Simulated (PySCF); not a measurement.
PySCF 2.14.0, MP2 (frozen core)/cc-pvtz: Al(Me)2(H) ([CH3][AlH][CH3]), 10 atoms. The geometry is a generated start, not checked to be a minimum at this level.

```yaml
task: mp2
basis: cc-pvtz
two_electron_scheme: exact four-centre integrals
frozen_core: true
mf.init_guess: minao (default)
mf.DIIS: CDIIS (default)
mf.diis_space: 8 (default)
mf.conv_tol: 1e-09 (default)
basis functions (reference run): 192
```

On 4 threads, 1 BLAS thread. Build: conda-forge: OpenMP (GNU), OpenBLAS with its own threads, libcint, Libxc. Each setting ran once; only counts and results are compared.

Values of mol.max_memory tried: 8000 MB, 4000 MB, 2000 MB, 1000 MB, 500 MB, 300 MB, 200 MB.

Question: Which of these memory settings still run, and by which path?

Answer: It runs down to 200 MB, the lowest tried, with the same result. At 8000 MB: SCF integrals in memory, transformation in memory. From 1000 MB down: direct SCF, transformation through a file.

| mol.max_memory | path | peak memory |
|---|---|---|
| 8000 MB | SCF integrals in memory, transformation in memory | 1.6 GiB |
| 4000 MB | SCF integrals in memory, transformation in memory | 1.6 GiB |
| 2000 MB | SCF integrals in memory, transformation in memory | 1.6 GiB |
| 1000 MB | direct SCF, transformation through a file | 1.3 GiB |
| 500 MB | direct SCF, transformation through a file | 1.3 GiB |
| 300 MB | direct SCF, transformation through a file | 1.3 GiB |
| 200 MB | direct SCF, transformation through a file | 1.3 GiB |

Peak memory is the kernel's count for the largest process, libraries included and scratch files not. The peak passes the setting at 1000 MB, 500 MB, 300 MB, 200 MB: it is no hard cap. MP2's transformation through a file may take 2000 MB even at lower settings.
